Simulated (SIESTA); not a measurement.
Input and output of a relaxation of cell and atoms for CuGe3 (P6_3/mmc, 8 atoms in the cell) (SIESTA).

Level of theory: SIESTA 5.4.2 with GGA PBEsol, numerical atomic orbitals DZP, PseudoDojo PBEsol standard norm-conserving potentials (rewritten from UPF to PSML).

```
CELL_PARAMETERS angstrom
      4.34544     0.00000     0.00000
     -2.17272     3.76326     0.00000
      0.00000     0.00000     8.93492
ATOMIC_POSITIONS crystal
  Cu 0.66667 0.33333 0.75000
  Cu 0.33333 0.66667 0.25000
  Ge 0.66667 0.33333 0.07561
  Ge 0.33333 0.66667 0.92439
  Ge 0.33333 0.66667 0.57561
  Ge 0.66667 0.33333 0.42439
  Ge 0.00000 0.00000 0.75000
  Ge 0.00000 0.00000 0.25000
```

Reference input (self-consistent single point, DFT, GGA PBEsol, numerical atomic orbitals DZP, PseudoDojo PBEsol standard norm-conserving potentials (rewritten from UPF to PSML)): XC.functional = GGA; XC.authors = PBEsol; potentials = PseudoDojo PBEsol standard; PAO.BasisSize = DZP; PAO.EnergyShift = 0.01 Ry; MeshCutoff = 350 Ry; kgrid.MonkhorstPack = 5 5 3; OccupationFunction = FD; ElectronicTemperature = 1160.45 K; MaxSCFIterations = 150; SCF.Mixer.Method = Broyden; SCF.Mixer.Weight = 0.25. This run's input differs from it in these lines:

```diff
@@ -47,2 +47,7 @@
 Diag.ParallelOverK           true
+MD.TypeOfRun                 Broyden
+MD.Steps                     40
+MD.MaxForceTol               0.02 eV/Ang
+MD.VariableCell              true
+MD.MaxStressTol              0.05 GPa
 WriteForces                  true
```

Output (repeated stretches shortened):

```
        iscf     Eharris(eV)        E_KS(eV)     FreeEng(eV)     dDmax    Ef(eV) dHmax(eV)
   scf:    1   -22379.941803   -24049.329088   -24049.574369  1.424053  1.017213140.951923
   scf:    2   -24259.724348   -24769.710083   -24769.782828  1.020635 -3.084568 61.379847
   scf:    3   -24868.811716   -24822.564459   -24822.680563  0.651805 -3.086518 39.538811
   scf:    4   -24878.125115   -24853.751542   -24853.855198  0.458322 -3.171520 18.137939
   scf:    5   -24867.284957   -24863.870877   -24863.984284  0.315535 -3.100361  0.815836
   [... 9 lines left out ...]
   scf:   15   -24863.943331   -24863.943394   -24864.058466  0.000915 -3.177089  0.012082
   scf:   16   -24863.943353   -24863.943375   -24864.058472  0.000158 -3.176958  0.001940
   scf:   17   -24863.943372   -24863.943373   -24864.058472  0.000052 -3.176949  0.001328
   scf:   18   -24863.943367   -24863.943370   -24864.058472  0.000021 -3.176927  0.000378
SCF Convergence by DM+H criterion
max |DM_out - DM_in|         :     0.0000205045
max |H_out - H_in|      (eV) :     0.0003782143
SCF cycle converged after 18 iterations

Using DM_out to compute the final energy and forces

siesta: E_KS(eV) =           -24863.9434

siesta: E_KS - E_eggbox =    -24863.9434

siesta: Atomic forces (eV/Ang):
     1    0.000107   -0.000063    0.000000
   [... lines left out ...]
siesta: Pressure (static):        -16.28537710  kBar
siesta: Pressure (total):        -16.28537710  kBar
No target stress found, assuming hydrostatic MD.TargetPressure.
Target stress (kBar)
outcell: Cell volume (Ang**3)        :    141.5568
        iscf     Eharris(eV)        E_KS(eV)     FreeEng(eV)     dDmax    Ef(eV) dHmax(eV)
siesta: Pressure (static):         -0.59202721  kBar
siesta: Pressure (total):         -0.59202721  kBar
outcell: Cell volume (Ang**3)        :    141.5568
siesta: FreeEng =    -24864.100751
   [... lines left out ...]
              2.009   2.011   2.008   2.011   2.009   0.045   0.102   0.109

              0.101   0.046
   7 14.338   1.238   0.231   0.808   0.653   0.817  -0.028   0.051  -0.035
              2.005   2.010   2.004   2.010   2.005   0.154   0.106   0.046

              0.106   0.157
   8 14.339   1.238   0.230   0.808   0.653   0.817  -0.028   0.051  -0.035
              2.005   2.010   2.004   2.010   2.005   0.154   0.106   0.046

              0.106   0.157

mulliken: Qtot =      122.000

Mulliken Atomic Populations:
Atom #   charge [q] valence [e]  Species
     1     0.470470   18.529530  Cu
     2     0.470216   18.529784  Cu
     3    -0.065817   14.065817  Ge
     4    -0.066021   14.066021  Ge
     5    -0.066002   14.066002  Ge
     6    -0.065830   14.065830  Ge
     7    -0.338436   14.338436  Ge
     8    -0.338579   14.338579  Ge
 Total    -0.000000
```

The relaxation ended unconverged. 

The starting cell comes from a database of computed structures (which also holds hypothetical and non-ambient phases and stackings), without a prior relaxation at this level. Values carry the incompleteness of an atom-centred basis.

Cost on one core of a shared machine: roughly 20 min.
